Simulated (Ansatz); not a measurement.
Base system: Zr in the hcp (Mg type) structure (space group P6_3/mmc, No. 194).

```yaml
crystal:
  lattice:
    - [3.23160, 0.00000, 0.00000]
    - [-1.61580, 2.79864, 0.00000]
    - [0.00000, 0.00000, 5.17363]
  atoms:
    - { symbol: Zr, position: [0.33333, 0.66667, 0.75000] }
    - { symbol: Zr, position: [0.66667, 0.33333, 0.25000] }
```

The other end (x = 1) is Hf in the hcp (Mg type) structure (space group P6_3/mmc, No. 194): 22.53 Å³/atom, gap zero.

Level of theory: PBE in Ansatz (plane waves to 420 eV, PAW, no spin-orbit coupling), earlier PAW set.

Hf replaces a fraction x of Zr; each row is one arrangement (x, atoms in the cell, starting space group or random), fully relaxed.

One change was made to it. Results:

```csv
quantity,base,after
shortest interatomic distance,3.189 Å,3.158 Å
deviation of the volume from the linear (Vegard-type) interpolation,–,0.0 %
```

Q: Which of these changes matches the shifts?
A. x(Hf) = 0.625, 8 atoms, Pm
B. x(Hf) = 0.375, 8 atoms, Pmm2
C. x(Hf) = 0.667, 6 atoms, C2/m

A: B, x(Hf) = 0.375, 8 atoms, Pmm2. For comparison, the shortest interatomic distance in the other runs: x(Hf) = 0.667, 6 atoms, C2/m gives 3.125 Å; x(Hf) = 0.625, 8 atoms, Pm gives 3.115 Å.

Each cell is one ordered arrangement of few atoms, which overstates ordering effects compared with a random alloy. Stability against distortions was not tested. All final runs are without spin polarisation.

Ansatz is an electronic-structure program.
